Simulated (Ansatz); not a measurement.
Consider GeSb2Te4 (space group R-3m, No. 166).

```yaml
crystal:
  lattice:
    - [2.12400, 1.22629, 13.39735]
    - [-2.12400, 1.22629, 13.39735]
    - [0.00000, -2.45258, 13.39735]
  atoms:
    - { symbol: Ge, position: [0.00000, 0.00000, 0.00000] }
    - { symbol: Sb, position: [0.42437, 0.42437, 0.42437] }
    - { symbol: Sb, position: [0.57563, 0.57563, 0.57563] }
    - { symbol: Te, position: [0.13386, 0.13386, 0.13386] }
    - { symbol: Te, position: [0.86614, 0.86614, 0.86614] }
    - { symbol: Te, position: [0.29186, 0.29186, 0.29186] }
    - { symbol: Te, position: [0.70814, 0.70814, 0.70814] }
```

All numbers come from Kohn–Sham DFT with the PBE-D3(BJ) functional, run in Ansatz (an electronic-structure program) with PAW and 420 eV plane waves, without spin-orbit coupling.

For the base:

```
Property   Result
--------  -------
Band gap  0.10 eV
```

The change: every lattice vector is stretched by 1.18 %; the atoms relax in the strained cell.

**Question.** What happens to the largest internal atomic displacement?

**Answer.** The largest internal atomic displacement amounts to 0.059 Å.

**Question.** What does the calculation give for the band gap after the change?

**Answer.** The band gap increases by 0.12 eV, from 0.10 eV to 0.22 eV.

With Sb and Te present, leaving out spin-orbit coupling can change the band edges. Whether these cells are dynamically stable was not tested. The D3 term's C6 switches between coordination references near this geometry, which can add small steps to energies. A zero or small gap of GeSb2Te4 can be the functional's error rather than a property of the material.
